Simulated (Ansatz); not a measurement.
**SiC: uniaxial strain ε_zz = −2.25 %**

Take SiC (space group P6_3mc, No. 186; a = 3.0585 Å, c = 10.0120 Å) as the base. Axes: x lies along a and z along c of the hexagonal cell.

It is then changed as follows: the cell is compressed by 2.25 % along z with no lateral relaxation, atoms relaxed at fixed cell.

All numbers come from LDA (Ansatz, an electronic-structure program), spin-orbit coupling left out. Settings: 12×12×4 k-points, 0.05 eV Fermi–Dirac smearing.

```tsv
quantity	base	changed	shift
shortest interatomic distance	1.871 Å	1.849 Å	-0.0228 Å
energy relative to the base (free energy F)	0 meV/atom	+9.3 meV/atom	+9.3 meV/atom
band gap	2.18 eV	2.10 eV	-0.087 eV
gap character	indirect, Γ → M	indirect, Γ → M	–
smallest direct gap	3.31 eV	3.35 eV	+0.04 eV
width of the top valence band	2.48 eV	2.52 eV	+0.04 eV
valence-band top at Γ (three highest levels, from the VBM)	0.00, 0.00, -0.05 eV	0.00, -0.19, -0.19 eV	–
valley order (the lowest conduction-band minima on the path, energy above the VBM, named in the base's zone)	–	M (1/2, 0, 0) 2.10 eV; H (1/3, 1/3, 1/2) 3.19 eV	–
stress (xx, yy, zz, yz, xz, xy; compression positive)	–	(1.55, 1.55, 13.27, 0.00, 0.00, 0.00) GPa	–
```

Final structure:

```
SiC
1.0
    3.05845     0.00000     0.00000
   -1.52923     2.64870     0.00000
    0.00000     0.00000     9.78673
Si C
4 4
Direct
  0.00000   0.00000   0.50109
  0.00000   0.00000   0.00109
  0.33333   0.66667   0.25088
  0.66667   0.33333   0.75088
  0.00000   0.00000   0.31220
  0.00000   0.00000   0.81220
  0.33333   0.66667   0.06146
  0.66667   0.33333   0.56146
```

Cost of the whole job for the changed cell (relaxation, final SCF and bands): very roughly 30 core-seconds.

Stability against distortions was not tested.
